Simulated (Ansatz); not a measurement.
Take BN in the wurtzite structure (space group P6_3mc, No. 186; a = 2.541 Å, c = 4.203 Å) as the base. Axes: x lies along a and z along c of the hexagonal cell.

The values are results of Kohn–Sham DFT with the PBEsol functional, run in Ansatz (a program for electronic structure) with PAW and 420 eV plane waves, no SOC, not measurements.

Perturbation: every lattice vector is shortened by 1.80 %, atoms relaxed at fixed cell.

Question: Predict the stress tensor and what it implies for the stiffness.

Answer: Stress of the strained cell less that of the base (GPa, compression positive):
```
  23.02    0.00    0.00
   0.00   23.02    0.00
   0.00    0.00   23.54
```

Then B = −ΔP/(ΔV/V₀) with ΔV/V₀ = -0.0530 gives secant stiffness values (nonlinear terms included at this strain): B (at held cell shape, above the free-shape value) ≈ 437 GPa.

As a check, the harmonic strain energy −½ V₀ Δσ:ε is 23 meV/atom; the computed energy rise is 22 meV/atom.

Whether these cells are dynamically stable was not tested.
